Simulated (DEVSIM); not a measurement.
Device: GaAs p-n junction from an implanted or diffused profile, at 300 K.

```
layer (left to right)  material  thickness (μm)  Nd (cm⁻³)   τn (s)   τp (s)
---------------------  --------  --------------  ---------  -------  -------
1                          GaAs            20.0     5.7e14  4.6e-10  4.6e-10
```

Added acceptor profile: 6.5e17 cm⁻³ × exp(−(x − 0.031 μm)²/(2·(0.024 μm)²)). Left contact: ohmic. Right contact: ohmic. Voltage is applied to the left contact. Recombination: SRH at mid-gap. Mobility is constant in doping.

Constants are typed, rounded textbook-type inputs, not results; the design itself was drawn at random and stands for no fabricated device. Values at 300 K; Nc and Nv go as T^1.5, mobilities as T to minus their exponent, the gap by Varshni's rule with the affinity fixed.

```csv
parameter,GaAs
gap (eV),1.424
affinity (eV),4.07
permittivity,12.9
Nc (cm⁻³),4.7e17
Nv (cm⁻³),9e18
μn (cm²/Vs),8500
μp (cm²/Vs),400
T exponent of μn,2.1
T exponent of μp,2.2
Varshni α (eV/K),0.000541
Varshni β (K),204
```

Simulated with DEVSIM: 1D drift-diffusion, Boltzmann statistics, complete ionisation; no tunnelling, impact ionisation, image-force lowering or self-heating.

The temperature was swept, all else fixed.

```tsv
temperature (K)	dark forward voltage at 1 A/cm² (V)	potential step across the device at zero bias (V)	dark forward voltage at 100 A/cm² (V)
250	1.030	1.239	1.317
300	?	1.161	1.302
350	0.791	1.080	1.301
400	0.669	0.997	1.314
450	0.543	0.911	1.341
500	0.417	0.824	1.383
```

Some entries are withheld; supply them.


- 300, dark forward voltage at 1 A/cm² (V): 0.912
